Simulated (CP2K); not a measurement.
How far to go with shifted k-point meshes: K2Pt (I4mm, 3 atoms in the cell)

```
CELL_PARAMETERS angstrom
      5.33176     0.00000     0.00000
      2.66588     4.61744     0.00000
      2.66588     1.53914     4.35336
ATOMIC_POSITIONS crystal
  K  0.75000 0.75000 0.75000
  K  0.25000 0.25000 0.25000
  Pt 0.00663 0.00663 0.99337
```

Computed with LDA (Pade form), GPW, DZVP-MOLOPT-SR-GTH basis, GTH-PADE potentials (GTH_POTENTIALS) run with CP2K.

Base settings: CUTOFF = 500 Ry; REL_CUTOFF = 60 Ry; SMEAR/METHOD = FERMI_DIRAC; ELECTRONIC_TEMPERATURE = 580.23 K; KPOINTS/SCHEME = MONKHORST-PACK 3 3 3; XC_FUNCTIONAL = PADE; K/BASIS_SET = DZVP-MOLOPT-SR-GTH-q9; K/POTENTIAL = GTH-PADE-q9; Pt/BASIS_SET = DZVP-MOLOPT-SR-GTH-q18; Pt/POTENTIAL = GTH-PADE-q18.

Shifted meshes do not hold Γ, so a gap read on them misses any band edge there.

Only quantities that move along the ladder and can be compared are tabulated.

The starting cell comes from a database of computed structures (which also holds hypothetical and non-ambient phases and stackings), without a prior relaxation at this level. Its lattice was rescaled by up to half a per cent. One atom was moved a little off its site on purpose. Spin-orbit coupling is off. Values carry the incompleteness of an atom-centred basis.

| KPOINTS/SCHEME | free energy less the last step's (meV/atom) | largest difference of a force vector from the last step's (eV/Å) | gap on the mesh (eV) |
|---|---|---|---|
| MONKHORST-PACK 2 2 2 | -1.49 | 0.036 | 1.856 |
| MACDONALD 3 3 3 0.1666666667 0.1666666667 0.1666666667 | -0.03 | 0.012 | 1.291 |
| MONKHORST-PACK 4 4 4 | -0.01 | 0.002 | 1.488 |
| MACDONALD 5 5 5 0.1 0.1 0.1 | 0.00 | 0.000 | 1.268 |
| MONKHORST-PACK 6 6 6 | 0.00 | 0.000 | 1.364 |
| MACDONALD 7 7 7 0.07142857143 0.07142857143 0.07142857143 | 0.00 | 0.000 | 1.261 |
| MONKHORST-PACK 8 8 8 | 0.00 | 0.000 | 1.317 |
| MACDONALD 9 9 9 0.05555555556 0.05555555556 0.05555555556 | 0.00 | 0.000 | 1.258 |
| MONKHORST-PACK 10 10 10 | 0.00 | 0.000 | 1.295 |
| MACDONALD 11 11 11 0.04545454545 0.04545454545 0.04545454545 | 0.00 | 0.000 | 1.256 |

Coarsest KPOINTS/SCHEME that holds the forces within 0.01 eV/Å of the last step, with all finer ones: MONKHORST-PACK 4 4 4; the step before is off by 0.012 eV/Å.

Coarsest KPOINTS/SCHEME that holds the free energy within 0.5 meV/atom of the last step, with all finer ones: MACDONALD 3 3 3 0.1666666667 0.1666666667 0.1666666667; the step before is off by 1.5 meV/atom.

The gap on the mesh jumps up and down from mesh to mesh; it is no smooth measure of convergence.
